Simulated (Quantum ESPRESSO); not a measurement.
Input and output of a self-consistent single point for KF (Fm-3m, 2 atoms in the cell) (Quantum ESPRESSO).

Level of theory: LDA (PZ), GBRV 1.5 ultrasoft (LDA) pseudopotentials (plane waves; Quantum ESPRESSO 7.5).

```xyz
2
Lattice="0.0000 2.6750 2.6750 2.6750 0.0000 2.6750 2.6750 2.6750 0.0000" Properties=species:S:1:pos:R:3 pbc="T T T"
K      0.0000     0.0000     0.0000
F      2.6750     2.6750     2.6750
```

Reference input (self-consistent single point, DFT, PBE, plane waves, SSSP 1.1.2 efficiency (PBE) pseudopotentials): ecutwfc = 50 Ry; ecutrho = 400 Ry; occupations = smearing; smearing = fermi-dirac; degauss = 0.000734986 Ry; potentials = {K: K.pbe-spn-kjpaw_psl.1.0.0.UPF, F: f_pbe_v1.4.uspp.F.UPF}; K_POINTS = automatic 9 9 9 0 0 0; conv_thr = 1e-08 Ry. This run's input differs from it in these lines:

```diff
@@ -12,4 +12,4 @@
   ntyp = 2,
-  ecutwfc = 50,
-  ecutrho = 400,
+  ecutwfc = 40,
+  ecutrho = 200,
   occupations = 'smearing',
@@ -22,4 +22,4 @@
 ATOMIC_SPECIES
-K     39.0983  K.pbe-spn-kjpaw_psl.1.0.0.UPF
-F     18.9984  f_pbe_v1.4.uspp.F.UPF
+K     39.0983  k_lda_v1.4.uspp.F.UPF
+F     18.9984  f_lda_v1.4.uspp.F.UPF
 ATOMIC_POSITIONS crystal
```

The program printed (abridged):

```
     Self-consistent Calculation

     iteration #  1     ecut=    40.00 Ry     beta= 0.70

     Threshold (ethr) on eigenvalues was too large:
     Diagonalizing with lowered threshold

     total energy              =    -105.72371370 Ry
     estimated scf accuracy    <       0.11866846 Ry

     iteration #  2     ecut=    40.00 Ry     beta= 0.70

     total energy              =    -105.74406120 Ry
     estimated scf accuracy    <       0.07191025 Ry

     iteration #  3     ecut=    40.00 Ry     beta= 0.70

     total energy              =    -105.76284214 Ry
     estimated scf accuracy    <       0.00698109 Ry

   [... 4 blocks of this kind left out ...]

     iteration #  8     ecut=    40.00 Ry     beta= 0.70

     total energy              =    -105.76458946 Ry
     estimated scf accuracy    <       0.00000003 Ry

     iteration #  9     ecut=    40.00 Ry     beta= 0.70
     End of self-consistent calculation

     the Fermi energy is     4.7912 ev

!    total energy              =    -105.76458945 Ry
     estimated scf accuracy    <          7.5E-09 Ry
     smearing contrib. (-TS)   =       0.00000000 Ry
     internal energy E=F+TS    =    -105.76458945 Ry

     convergence has been achieved in   9 iterations

     Forces acting on atoms (cartesian axes, Ry/au):

     atom    1 type  1   force =    -0.00000000   -0.00000000    0.00000000
     atom    2 type  2   force =     0.00000000    0.00000000    0.00000000

     Total force =     0.000000     Total SCF correction =     0.000000

          total   stress  (Ry/bohr**3)                   (kbar)     P=      -48.69
  -0.00033097   0.00000000   0.00000000          -48.69        0.00        0.00
   0.00000000  -0.00033097   0.00000000            0.00      -48.69        0.00
   0.00000000   0.00000000  -0.00033097            0.00        0.00      -48.69

   JOB DONE.
```

The run converged in 9 iterations. Against the reference run the pressure goes from 1.08 to -4.87 GPa and the gap on the mesh goes from 6.157 to 5.774 eV. The full log also holds: “c_bands:  1 eigenvalues not converged”.

The starting cell has typed, rounded lattice constants, without a prior relaxation at this level. With a pressure of about -5 GPa the cell is away from its equilibrium volume at this level.
